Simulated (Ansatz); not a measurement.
# LiCl in the rock salt structure (space group Fm-3m, No. 225)

```cif
data_Cl4Li4
_chemical_formula_sum 'Li4 Cl4'
_space_group_name_H-M_alt 'Fm-3m'
_space_group_IT_number 225
_space_group_name_Hall '-F 4 2 3'
_cell_length_a 5.15037
_cell_length_b 5.15037
_cell_length_c 5.15037
_cell_angle_alpha 90.000
_cell_angle_beta 90.000
_cell_angle_gamma 90.000
loop_
_atom_site_label
_atom_site_type_symbol
_atom_site_symmetry_multiplicity
_atom_site_Wyckoff_symbol
_atom_site_fract_x
_atom_site_fract_y
_atom_site_fract_z
_atom_site_occupancy
Li1 Li 4 a 0.00000 0.00000 0.00000 1
Cl1 Cl 4 b 0.50000 0.50000 0.50000 1
```
(The calculation used a cell of 2 atoms; values per cell refer to that cell.)

Method: Ansatz (a quantum-chemistry and plane-wave program) PBE, scalar-relativistic without spin-orbit coupling. Γ-centred 11×11×11 mesh, Fermi–Dirac width 0.05 eV.

* **Volume per atom**: 17.08 Å³
* **Density**: 2.06 g/cm³
* **Band gap**: 6.26 eV, direct at Γ
* **Electron mass**: 0.47 mₑ
* **Lowest conduction-band minima above the VBM**: Γ 6.26 eV; L along ⟨111⟩ 6.73 eV
* **Total energy**: -643.917 eV/atom (σ→0; compares only within this code and set-up)

Effective masses come from finite differences of ±0.01 Å⁻¹. Stability against distortions was not tested.
